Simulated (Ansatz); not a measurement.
Amorphous Si12Ge12O48, 72 atoms at 2.83 g/cm³, one PBE-relaxed geometry, zone centre. Methods: PBE, scalar-relativistic without spin-orbit coupling (Ansatz, a first-principles code); r2SCAN, scalar-relativistic without spin-orbit coupling (Ansatz); HSE06, scalar-relativistic without spin-orbit coupling (Ansatz). Plane waves to 420 eV (r2SCAN 500 eV); exact exchange is cut at the cell's faces. At PBE the levels at the filled edge of the gap are localised (band-tail or defect states), and the nearest spread-out levels lie 3.7 eV apart at the zone centre. All rungs ran without spin polarisation.

A CHGNet melt-quench gave the starting glass, which DFT then relaxed. O atoms were pushed apart under 1.9 Å during the dynamics, to hinder bonds among them. The hot cell started wider than the set density and was brought back towards it in steps. It is the lowest in DFT energy of 2 quenches. It is a model cell: composition and starting density were chosen by hand, and all elements were melted together. No dispersion term was used. Its density started from a set value of 3.19 and ended at 2.83 g/cm³. The simulated quench (nominally 390 K/ps over its main leg) is rapid and tends to freeze in more defects than a deposited or slowly cooled glass has. A cell of this size samples the disorder only roughly. Volume and shape were free in the relaxation.

The relaxation ran on the zone centre alone. At PBE the level gap is 3.49 eV on a 2×2×2 Γ-centred mesh, and the spacing at the zone centre alone 3.49 eV.

### Question
What zone-centre spacing does r2SCAN give, roughly?

### Answer
4.11 eV (+0.62 eV against PBE).

### Question
What zone-centre spacing does HSE06 give, roughly?

### Answer
5.30 eV (+1.82 eV against PBE).

The highest filled and the lowest empty state spread over these numbers of atoms (participation numbers): PBE: 5.3 and 42.1; r2SCAN: 5.0 and 41.6; HSE06: 4.9 and 42.8.
